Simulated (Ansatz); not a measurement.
The reference is SnSe₂ in the CdI2 type structure (space group P-3m1, No. 164; a = 3.840 Å, c = 6.007 Å; layered, stacked along the Cartesian z axis).

Calculations: PBE-D3(BJ) (Ansatz, an electronic-structure program, PAW, no spin-orbit coupling).

Before the change:

The band gap is 0.36 eV and the width of the top valence band comes out as 1.99 eV.

Modification: the cell is scaled by 0.9700 in all directions; the atoms relax in the strained cell.

Q: What does the calculation give for the band gap, largest internal atomic displacement, energy relative to the base and width of the top valence band after the change?

A: The band gap drops by 0.20 eV to 0.16 eV; the largest internal atomic displacement amounts to 0.071 Å; the energy increases by 30 meV/atom; the width of the top valence band goes up by 0.64 eV (1.99 eV → 2.63 eV).

No phonon test of stability was made. A zero or small gap of SnSe2 under isotropic strain −3.00 % can be the functional's error rather than a property of the material.
